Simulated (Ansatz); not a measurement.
A computed series for La3PbC: response to strain

Consider La3PbC in the anti-perovskite structure (space group Pm-3m, No. 221; a = 5.2403 Å; a cell from a computed database, its experimental status unchecked). Axes: x, y, z lie along the cube axes.

Strains are applied to the cell and any free atomic positions relax; under biaxial strain the out-of-plane vector relaxes too; under stress the whole cell relaxes.

Method: DFT with r2SCAN, PAW potentials and a 500 eV plane-wave cutoff in Ansatz (an electronic-structure program), without spin-orbit coupling.

Notes on the quantities. energy relative to the base: free energy F.

```csv
variant,space group,energy relative to the base,shortest interatomic distance
base,Pm-3m (No. 221),0 meV/atom,2.620 Å
"biaxial strain −2.66 %, plane normal [111], relaxed out of plane",R-3m (No. 166),+17 meV/atom,2.591 Å
"biaxial strain +1.23 %, plane normal [111], relaxed out of plane",R-3m (No. 166),+3.4 meV/atom,2.635 Å
isotropic strain +0.47 %,Pm-3m (No. 221),+1.1 meV/atom,2.632 Å
uniaxial strain ε_xx = −1.49 %,P4/mmm (No. 123),+2.8 meV/atom,2.581 Å
uniaxial strain ε_yy = −1.49 %,P4/mmm (No. 123),+2.8 meV/atom,2.581 Å
"uniaxial stress, 5 GPa compression along x",P4/mmm (No. 123),+16 meV/atom,2.523 Å
"uniaxial stress, 2 GPa tension along z",P4/mmm (No. 123),+3.2 meV/atom,2.612 Å
```

Without a gap, meshes like the base's 9×9×9 leave anisotropic stresses uncertain by several tenths of a GPa, and small strain energies with them. Stability under load was not tested beyond the relaxation. All final runs are without spin polarisation. An odd electron count without spin: La3PbC.
